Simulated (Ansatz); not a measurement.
## A computed series for Ta: response to strain

Base system: Ta in the bcc (W type) structure (space group Im-3m, No. 229).

```
Ta
1.0
   -1.64098     1.64098     1.64098
    1.64098    -1.64098     1.64098
    1.64098     1.64098    -1.64098
Ta
1
Direct
  0.00000   0.00000   0.00000
```

Cartesian axes are those of the cell as printed.

Strains are applied to the cell and any free atomic positions relax; under biaxial strain the out-of-plane vector relaxes too; under stress the whole cell relaxes.

Method: PBEsol (Ansatz, an electronic-structure program, PAW, without spin-orbit coupling).

Candidates:
(a) isotropic strain +2.04 %
(b) biaxial strain +3.89 %, plane normal [110], relaxed out of plane
(c) uniaxial strain ε_yy = +4.80 %
(d) uniaxial stress, 1 GPa tension along z
(e) biaxial strain −1.20 %, plane normal [001], relaxed out of plane

Notes on the quantities. energy relative to the base: free energy F.

Q: Order them by energy relative to the base, highest first.

A: (b) biaxial strain +3.89 %, plane normal [110], relaxed out of plane (+42 meV/atom), (a) isotropic strain +2.04 % (+41 meV/atom), (c) uniaxial strain ε_yy = +4.80 % (+34 meV/atom), (e) biaxial strain −1.20 %, plane normal [001], relaxed out of plane (+4.5 meV/atom), (d) uniaxial stress, 1 GPa tension along z (+0.3 meV/atom)

Without a gap, meshes like the base's 20×20×20 leave anisotropic stresses uncertain by several tenths of a GPa, and small strain energies with them. Beyond what the load breaks, stability against distortions was not tested. The final runs are not spin-polarised.
